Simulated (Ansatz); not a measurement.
Worked example: self-consistent single point of Na3BrO (P4mm, 5 atoms in the cell) in Ansatz (an electronic-structure program).

Method: PBEsol, default PAW files made with PBE (plane waves; Ansatz).

The change in words: lattice scaled by 0.98; kpoints.mp_grid.grid: 6 6 6 → 16 16 16. Reference geometry:
```yaml
crystal:
  lattice:
    - [4.51046, 0.00000, 0.00000]
    - [0.00000, 4.51046, 0.00000]
    - [0.00000, 0.00000, 4.51046]
  atoms:
    - { symbol: Na, position: [0.01108, 0.50000, 0.50000] }
    - { symbol: Na, position: [0.50000, 0.00000, 0.50000] }
    - { symbol: Na, position: [0.50000, 0.50000, 0.00000] }
    - { symbol: Br, position: [0.00000, 0.00000, 0.00000] }
    - { symbol: O, position: [0.50000, 0.50000, 0.50000] }
```

Reference input (self-consistent single point, DFT, PBEsol, plane waves, default PAW files made with PBE): basis.ecutwfc = 30.9 Ry; kpoints.mp_grid.grid = 6 6 6; hamiltonian.xc = pbesol; hamiltonian.pseudopotentials = {kind: paw} (the program's default PAW files); scf.occupations.method = fermi_dirac; scf.occupations.width = 0.0015 Ry. This run's input differs from it in these lines:

Ansatz 0.2 input:
```diff
@@ -3,11 +3,11 @@
   lattice:
-    - [4.51046400, 0.00000000, 0.00000000]
-    - [0.00000000, 4.51046400, 0.00000000]
-    - [0.00000000, 0.00000000, 4.51046400]
+    - [4.42025500, 0.00000000, 0.00000000]
+    - [0.00000000, 4.42025500, 0.00000000]
+    - [0.00000000, 0.00000000, 4.42025500]
   atoms:
-    - { symbol: Na, position_ang: [0.04999849, 2.25523200, 2.25523200] }
-    - { symbol: Na, position_ang: [2.25523200, 0.00000000, 2.25523200] }
-    - { symbol: Na, position_ang: [2.25523200, 2.25523200, 0.00000000] }
+    - { symbol: Na, position_ang: [0.04899853, 2.21012750, 2.21012750] }
+    - { symbol: Na, position_ang: [2.21012750, 0.00000000, 2.21012750] }
+    - { symbol: Na, position_ang: [2.21012750, 2.21012750, 0.00000000] }
     - { symbol: Br, position_ang: [0.00000000, 0.00000000, 0.00000000] }
-    - { symbol: O, position_ang: [2.25523200, 2.25523200, 2.25523200] }
+    - { symbol: O, position_ang: [2.21012750, 2.21012750, 2.21012750] }
 basis:
@@ -16,3 +16,3 @@
   mp_grid:
-    grid: [6, 6, 6]
+    grid: [16, 16, 16]
 hamiltonian:
```

Log, with long lists cut:

```
SCF iter   1: F=—  HF=-7729.227988 eV  |F-HF|=—  |Δ(HF+E_count)|=         —  Δρ=7.49e-3  dr2=3.78e-2  ethr=1.77e-3  ⟨swp⟩=6.7  Hψ=44973  notcnv=0
all-band conjugate gradients solve this SCF's bands
preconditioner: auto → Resta (q_TF=auto, 2.400 Å⁻¹)
SCF iter   2: F=—  HF=-7729.218342 eV  |F-HF|=—  |Δ(HF+E_count)|=   9.65e-3  Δρ=1.98e-3  dr2=3.73e-3  ethr=9.44e-5  ⟨swp⟩=2.0  Hψ=17772  notcnv=0  defer=350
SCF iter   3: F=—  HF=-7729.217457 eV  |F-HF|=—  |Δ(HF+E_count)|=   8.84e-4  Δρ=4.15e-4  dr2=1.65e-4  ethr=9.33e-6  ⟨swp⟩=2.3  Hψ=14828  notcnv=0  defer=396
SCF iter   4: F=—  HF=-7729.217447 eV  |F-HF|=—  |Δ(HF+E_count)|=   1.03e-5  Δρ=1.49e-4  dr2=1.94e-5  ethr=4.13e-7  ⟨swp⟩=2.5  Hψ=16756  notcnv=0  defer=396
SCF iter   5: F=—  HF=-7729.218003 eV  |F-HF|=—  |Δ(HF+E_count)|=   5.56e-4  Δρ=2.99e-5  dr2=8.66e-7  ethr=4.86e-8  ⟨swp⟩=2.6  Hψ=16241  notcnv=0  defer=396
SCF iter   6: F=-7729.218003 eV  HF=-7729.218003 eV  |F-HF|=3.81e-8  |Δ(HF+E_count)|=   2.53e-9  Δρ=9.56e-6  dr2=4.79e-8  ethr=2.50e-10  ⟨swp⟩=8.9  Hψ=48140  notcnv=0
SCF 1 converged in 6 iterations: F = -7729.218003 eV  dr2 = 4.79e-8
Free energy (F): -7729.218003 eV
Internal energy: -7729.218003 eV  (E = F + TS)
E sigma→0 (E₀):  -7729.218003 eV
Fermi energy:    5.341041 eV
--- Forces (eV/Å), atoms counted from 1 ---
  atom   1  Na    -0.39185544     0.00000000     0.00000000
  atom   2  Na     0.05392822    -0.00000000     0.00000000
  atom   3  Na     0.05392822    -0.00000000     0.00000000
  atom   4  Br     0.01164944    -0.00000000     0.00000000
  atom   5  O      0.27234977     0.00000000     0.00000000
--- Stress (GPa, compression-positive) ---
        3.475137       0.000000       0.000000
        0.000000       3.333846       0.000000
        0.000000       0.000000       3.333846
  P = ⅓ Tr σ = 3.3809 GPa (33.809 kbar)
  The stress holds the Pulay correction. Without it, at fixed plane waves, as pw.x and ABINIT print it: P = 3.2309 GPa
```

The run converged in 6 iterations. Against the reference run the free energy goes up by 13.6 meV/atom, the pressure goes from 0.80 to 3.38 GPa, the largest force goes from 0.320 to 0.392 eV/Å and the gap on the mesh goes from 1.997 to 2.188 eV.

The starting cell comes from a database of computed structures (which also holds hypothetical and non-ambient phases and stackings), without a prior relaxation at this level. Its lattice was rescaled by up to half a per cent. One atom was moved a little off its site on purpose. For this run, on top of that: lattice scaled by 0.98. With a pressure of about 3 GPa the cell is away from its equilibrium volume at this level. Ansatz's pressure includes its estimate of the finite-basis (Pulay) stress.

Cost on one core of a shared machine: roughly 60 s.
